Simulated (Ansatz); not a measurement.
## C: energy against volume

C (diamond, Fd-3m, 5.610 Å³/atom and stress up to 0.01 GPa in the relaxed cell, cube axes along x, y and z) under an equal strain ε along all three axes. PBEsol in Ansatz, a plane-wave DFT program (PAW, default set), 420 eV, 16×16×16 Γ-centred mesh, Fermi-Dirac smearing 0.05 eV; ions are relaxed, or left where forces stay under 0.02 eV/Å, within the symmetry of each cell.

Here V stands for volume and E for E less E0.

```
volume (Å³/atom)  E less E0 (meV/atom)  pressure (GPa)
----------------  --------------------  --------------
5.1204                               ?               ?
5.2804                           29.93           30.46
5.3616                           16.60           22.17
5.4437                            7.29           14.34
5.5266                            1.79            6.96
5.6103                            0.00            0.00
5.6949                            1.72           -6.54
5.7803                            6.87          -12.71
5.8666                           15.27          -18.50
5.9537                           26.86          -23.95
```

**Question.** Using the third-order Birch-Murnaghan form, a cubic in V^(-2/3), estimate the missing E at V = 5.1204 from the other rows, showing the fit.

**Answer.** With u = V^(-2/3) - 0.317, the rows have u = 0.012778, 0.009440, 0.006150, 0.002910, -0.000280, -0.003424, -0.006520, -0.009573, -0.012578. Least squares gives E = 0.001 + 102.82·u + 176556·u² - 105633·u³. Residuals (row less fit): 0.008, -0.016, 0.003, -0.003, 0.014, -0.003, 0.005, -0.019, 0.010; standard error 0.014 (degrees of freedom: 5). Its minimum lies at u = -0.000291, so V0 = (0.316709)^(-3/2) = 5.611. There d²E/du² = 353300 and d³E/du³ = -633800, so B0 = (4/9) × 5.611^(-7/3) × 353300 × 0.160218 = 450 GPa (the last factor turns the table's units into GPa), and B0' = 4 + (2/3) × 0.316709 × (-633800)/353300 = 3.6. B0' rests on the cubic coefficient alone and has a standard error of 0.1 from these residuals. At the withheld row, u = 0.019613, so E = 0.001 + 102.82 × 0.019613 + 176556 × 0.019613² - 105633 × 0.019613³ = 69.136 meV/atom. The calculation gives 69.19 meV/atom, 0.054 meV/atom above the prediction (0.1 % of the range of E in the table). The row lies outside the fitted rows, so this is an extrapolation. From the scatter of the fitted rows alone, a prediction at this place has a standard error of 0.070 meV/atom, so the miss is 0.8 times that.

Other structures, which can take over under pressure, weren't tried. The same form fitted to the pressure column gives B0' = 3.7; series where the two differ by over 0.4 aren't shown. Rows are the converged runs of the series near zero and its far end, less any whose ions stayed unrelaxed beside relaxed ones; series whose fitted rows scatter by over a few per cent of the range, as at a crossing or softening among them, aren't shown in this form.
